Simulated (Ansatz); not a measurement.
B20 (FeSi-type) FeGe was calculated with PBE-D4 in Ansatz (PAW).

Numerical settings: plane-wave cutoff 500 eV, 8×8×8 k mesh, Fermi–Dirac smearing 0.05 eV, spin-polarised with parallel moments, scalar-relativistic PAW data made under PBE.

Computed at the level's own relaxed cell.

**Question.** What does this level give for the volume per atom, lattice constant a and magnetic moment (largest site, within a sphere)?

**Answer.** 
- volume per atom = 12.29 Å³/atom
- lattice constant a = 4.615 Å
- magnetic moment (largest site, within a sphere) = 1.12 μB

Measured, for comparison: equilibrium volume per atom 12.97 Å³/atom (295 K, no zero-point or thermal correction; as tabulated in Wilhelm et al. (2007), arXiv:cond-mat/0703031); lattice constant a 4.699 Å (295 K, no zero-point or thermal correction, our sources range from 4.689 to 4.699; as tabulated in Wilhelm et al. (2007), arXiv:cond-mat/0703031). Computed (rounded) less measured: equilibrium volume per atom -5.2 %, lattice constant a -1.8 % (-1.6 % to -1.8 % over the range). A static lattice is as a rule a little smaller and stiffer than an uncorrected measurement, which narrows the difference in the lattice constant a and would widen misses of the other sign.

Note: the collinear magnetic order is the start's and need not be the measured one.

Moments are spin moments.

Static lattice: no zero-point or thermal effects.

Ansatz is an electronic-structure program.
